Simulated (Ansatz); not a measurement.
## Rh (model structure, Im-3m, No. 229, 1 atom in the cell)

These are r²SCAN in Ansatz (PAW) values and carry that method's errors.

Run with plane-wave cutoff 560 eV, 26×26×26 k mesh, Fermi–Dirac smearing 0.05 eV, no spin polarisation, scalar-relativistic PAW data made under PBE.

Cell (relaxed at this level):

```xyz
1
Lattice="-1.5221 1.5221 1.5221 1.5221 -1.5221 1.5221 1.5221 1.5221 -1.5221" Properties=species:S:1:pos:R:3 pbc="T T T"
Rh     0.0000     0.0000     0.0000
```

```json
{
 "bulk modulus B0": "257 GPa"
}
```

Note: the run has no spin polarisation, so it can have missed a magnetic state; the bulk modulus is −V dP/dV from two relaxed cells at ±2 % in volume; the relaxation could raise the start's symmetry but not lower it, so the cell can be a saddle point.

A model structure was made by putting elements into a prototype or built by hand; it is no filed structure, need not be a known phase, and can be a saddle point held by its symmetry.

Ansatz is an electronic-structure program.
